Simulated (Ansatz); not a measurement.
Where the default PAW files enter, the runs use the earlier of Ansatz's two default sets.

By PBEsol, the system below comes out a metal.

Consider the following.

```xyz
2
Lattice="3.1592 0.0000 0.0000 0.0000 3.1592 0.0000 1.5796 -1.5796 2.2339" Properties=species:S:1:pos:R:3 pbc="T T T"
Ta     0.0000     0.0000     0.0000
C      1.5796     1.5796     0.0000
```

Space group of this cell: Fm-3m, rock salt. The cell is taken as given; by PBEsol its mean pressure is -6.2 GPa.

The current flows along the normal of the first two printed cell vectors, the (001) plane of the conventional cell. No spin-orbit coupling; the value is a mean over 0.1 eV about the Fermi level.

Q: Give the ballistic conductance per area that Ansatz (a first-principles code) with PBEsol yields.

A: 0.95 × 10¹⁵ S/m² for both spins.
